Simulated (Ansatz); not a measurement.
Consider Au in the fcc (Cu type) structure (space group Fm-3m, No. 225; a = 4.0829 Å; relaxed with 0.1 eV smearing). Axes: x, y, z lie along the cube axes.

Method: PBEsol (Ansatz, a first-principles code), no spin-orbit coupling, earlier PAW set.

Before the change:

```
Item        Value
--------  -------
Pressure  0.0 GPa
```

Modification: a pure shear with ε_yz = ε_zy = 0.0098; the atoms relax in the strained cell.

### Question
Predict the new energy relative to the base.

### Answer
The energy grows by 0.8 meV/atom.

### Question
How does this affect the pressure?

### Answer
The pressure (mean of the normal stresses, compression positive) is nearly the same (0.0 GPa against 0.1 GPa).

No phonon test of stability was made.
